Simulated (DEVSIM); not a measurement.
## illuminated Si p-on-n cell, one wavelength

Structure: illuminated Si p-on-n cell, one wavelength, at 350 K.

```tsv
layer (left to right)	material	thickness (μm)	Nd (cm⁻³)	Na (cm⁻³)	τn (s)	τp (s)	absorption coefficient (cm⁻¹)
1	Si	0.0620	-	1e19	2.7e-8	8e-8	30000
2	Si	240	3.3e16	-	3.5e-7	3.5e-7	30000
```

Left contact: ohmic, minority electron recombination velocity 30000 cm/s. Right contact: ohmic, minority hole recombination velocity 20000 cm/s. Voltage is applied to the left contact. Recombination: SRH at mid-gap, radiative, Auger. Light enters at the left, 2.2e16 photons cm⁻² s⁻¹, one pass, no reflection. Mobility is constant in doping.

This is a model device: material constants are rounded textbook-type values typed into the input, and sizes, dopings and lifetimes were drawn at random. Values at 300 K; Nc and Nv go as T^1.5, mobilities as T to minus their exponent, the gap by Varshni's rule with the affinity fixed.

| parameter | Si |
|---|---|
| gap (eV) | 1.124 |
| affinity (eV) | 4.05 |
| permittivity | 11.7 |
| Nc (cm⁻³) | 2.86e19 |
| Nv (cm⁻³) | 3.1e19 |
| μn (cm²/Vs) | 1417 |
| μp (cm²/Vs) | 470 |
| T exponent of μn | 2.3 |
| T exponent of μp | 2.2 |
| B (cm³/s) | 4.7e-15 |
| Cn (cm⁶/s) | 2.8e-31 |
| Cp (cm⁶/s) | 9.9e-32 |
| Varshni α (eV/K) | 0.000473 |
| Varshni β (K) | 636 |

Simulated with DEVSIM: 1D drift-diffusion, Boltzmann statistics, complete ionisation; no tunnelling, impact ionisation, image-force lowering or self-heating.

The potential step across the device at zero bias comes out as 0.859 V and the largest field in the device at zero bias comes out as 200000 V/cm. The dark forward voltage at 1 A/cm² comes out as 0.590 V and the dark forward voltage at 100 A/cm² is 1.105 V. The short-circuit current comes out as 3.49 mA/cm² and the open-circuit voltage is 0.412 V. The fill factor is 0.74 and the largest power is 1.06 mW/cm². The share of generated pairs collected at short circuit is 0.989.

Small-signal capacitance in reverse bias (quasi-static):

```
V (V)  C (nF/cm²)
-----  ----------
-0.04        59.5
-0.1         57.2
-0.2         54.0
-0.3         51.2
-0.4         48.9
-0.6         45.0
-0.8         41.9
-1           39.4
-1.3         36.4
-1.6         34.0
-2           31.4
```

Dark reverse current:

```tsv
V (V)	J (A/cm²)
-0.04	-1.0e-7
-0.10	-2.0e-7
-0.20	-3.3e-7
-0.30	-4.4e-7
-0.40	-5.5e-7
-0.60	-7.4e-7
-0.80	-9.1e-7
-1.00	-1.1e-6
-1.30	-1.3e-6
-1.60	-1.5e-6
-2.00	-1.7e-6
```
